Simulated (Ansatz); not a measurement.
## CuAu under a change: isotropic strain +2.50 %

The reference is CuAu (space group P4/mmm, No. 123; a = 2.813 Å, c = 3.593 Å; relaxed with 0.1 eV smearing).

It is then changed as follows: an isotropic linear strain of +2.50 %; the atoms relax in the strained cell.

The values are results of DFT with PBEsol, PAW potentials and a 420 eV plane-wave cutoff in Ansatz (an electronic-structure program), without spin-orbit coupling, not measurements. Settings: 20×20×16 k-points, 0.1 eV Fermi–Dirac smearing.

The space group stays P4/mmm (No. 123) and the shortest interatomic distance increases by 6.7 pm (268.0 pm → 274.7 pm). The energy increases by 38 meV/atom and the pressure (mean of the normal stresses, compression positive) goes from zero to -10.4 GPa. The band gap remains zero.

No phonon test of stability was made. The final runs are not spin-polarised.
